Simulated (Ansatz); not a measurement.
Start from Ge in the diamond structure (space group Fd-3m, No. 227; a = 5.6762 Å).

Modification: a hydrostatic pressure of 7.5 GPa.

Levels (all Ansatz, a first-principles code, PAW): PBEsol (420 eV, no spin-orbit coupling); HSE06+SOC (420 eV, with spin-orbit coupling).

The geometry is relaxed with PBEsol.

- PBEsol band gap: 0.36 eV
- PBEsol valence-band top at Γ: 0.00, 0.00, 0.00 eV

Question: How does going to HSE06+SOC change the band gap and valence-band top at Γ?

Answer: The band gap rises by 0.48 eV (0.36 eV → 0.84 eV); the valence-band top at Γ (three highest Kramers pairs, from the VBM) goes from 0.00, 0.00, 0.00 eV to 0.00, 0.00, -0.33 eV. The threefold valence maximum splits by Δso ≈ 0.33 eV.

Single points use the geometry relaxed with PBEsol. HSE06 gaps are upper bounds (no full band path). Differences between runs with and without spin-orbit coupling are approximate. Load acts through the strain it causes; cell and atoms are relaxed under it. Whether these cells are dynamically stable was not tested. Tetrahedral semiconductors of this kind turn to denser phases somewhere between about 1 and 50 GPa; those were not computed, so compressed cells here can lie past the real transition. A zero or small gap of Ge can be the functional's error rather than a property of the material.
